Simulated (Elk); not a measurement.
Elk run on CuI (F-43m, 2 atoms in the cell): self-consistent single point.

Level of theory: PBE+U, all-electron FP-LAPW, Elk's shipped species files, default APW+lo basis run with Elk.

```yaml
crystal:
  lattice:
    - [0.00000, 3.02500, 3.02500]
    - [3.02500, 0.00000, 3.02500]
    - [3.02500, 3.02500, 0.00000]
  atoms:
    - { symbol: Cu, position: [0.00000, 0.00000, 0.00000] }
    - { symbol: I, position: [0.25000, 0.25000, 0.25000] }
```

Reference input (self-consistent single point, DFT, PBE, all-electron FP-LAPW, Elk's shipped species files, default APW+lo basis): xctype = 20; swidth = 0.000367493 Ha; ngridk = 5 5 5; rmtscf = 0.93; maxscl = 100. This run's input differs from it in these lines:

```diff
@@ -14,2 +14,6 @@
   100
+
+dft+u
+  1 1
+  1 2  0.257245  0.000000
```

The program printed (abridged):

```
│ Self-consistent loop started │
│ Loop number : 1 │
 total energy                :     -8771.28827481
│ Loop number : 2 │
 total energy                :     -8778.98758976
RMS change in Kohn-Sham potential (target) :   0.1468538785     (  0.1000000000E-05)
Absolute change in total energy (target)   :    7.699314952     (  0.1000000000E-03)
│ Loop number : 3 │
 total energy                :     -8779.05904667
RMS change in Kohn-Sham potential (target) :   0.1435537408     (  0.1000000000E-05)
Absolute change in total energy (target)   :    1.996285648     (  0.1000000000E-03)
│ Loop number : 4 │
   [... lines left out ...]
Absolute change in total energy (target)   :   0.9071084005E-03 (  0.1000000000E-03)
│ Loop number : 17 │
 total energy                :     -8774.73589340
RMS change in Kohn-Sham potential (target) :   0.1710898583E-05 (  0.1000000000E-05)
Absolute change in total energy (target)   :   0.4515306864E-04 (  0.1000000000E-03)
│ Loop number : 18 │
 total energy                :     -8774.73581961
RMS change in Kohn-Sham potential (target) :   0.6702408399E-06 (  0.1000000000E-05)
Absolute change in total energy (target)   :   0.6250633851E-04 (  0.1000000000E-03)
Convergence targets achieved

│ Loop number : 19 │

Energies :
 Fermi                       :     0.128891094227
 DFT+U                       :     0.563889955465
 total energy                :     -8774.73581274

Density of states at Fermi energy :   0.2722002916E-06
 (states/Hartree/unit cell)

Estimated indirect band gap :   0.7765577751E-01
 from k-point      1 to k-point      1
Estimated direct band gap   :   0.7765577751E-01
 at k-point      1

Charges :
 core                        :    48.00000000
 valence                     :    34.00000000
 interstitial                :    3.731767959
 muffin-tins (core leakage)
  species :    1 (Cu)
   atom    1                 :    27.88591715     (  0.4348691504E-03)
  species :    2 (I)
   atom    1                 :    50.38231489     (  0.5892833178E-03)
 total in muffin-tins        :    78.26823204
 total calculated charge     :    81.99109742
 total charge                :    82.00000000
 error                       :   0.8902583311E-02

│ Self-consistent loop stopped │
```

The run converged in 19 iterations. The count includes the last loop, which Elk runs after its targets are met. Against the reference run the gap on the mesh goes from 1.093 to 2.113 eV.

The starting cell has typed, rounded lattice constants, without a prior relaxation at this level. Spin-orbit coupling is off. Spin polarisation is off. The U value is a test value, and with U on an open shell several self-consistent states can exist. Values depend on the basis (sphere radii, cutoffs, local orbitals), which need not be converged.
